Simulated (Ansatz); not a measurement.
The starting structures come from a database of crystals and need not be the phases stable at ambient conditions.

Tunnelling through a barrier is set by its complex band structure: the current falls as exp(−2κd) with the smallest κ.

Input:

```
MgSe
1.0
    4.11473     0.00000     0.00000
    0.00000     4.11473     0.00000
    2.05736     2.05736     2.90955
Mg Se
1 1
Direct
  0.00000   0.00000   0.00000
  0.75000   0.25000   0.50000
```

Space group of this cell: F-43m, zinc blende. The cell is strained (all lengths scaled by 0.98); by r2SCAN its mean pressure is 3.7 GPa.

Transport runs along the normal of the first two printed cell vectors, the (001) plane of the conventional cell.

The gap is the functional's own. No spin-orbit coupling. Mid-gap values are interpolated on the energy grid.

**Question.** Compute, with r2SCAN (Ansatz, a program for electronic structure), the band gap and the smallest decay constant κ at mid-gap.

**Answer.** Gap 3.65 eV on a 10×10×10 mesh; κ = 0.236 1/Å, at the zone centre.
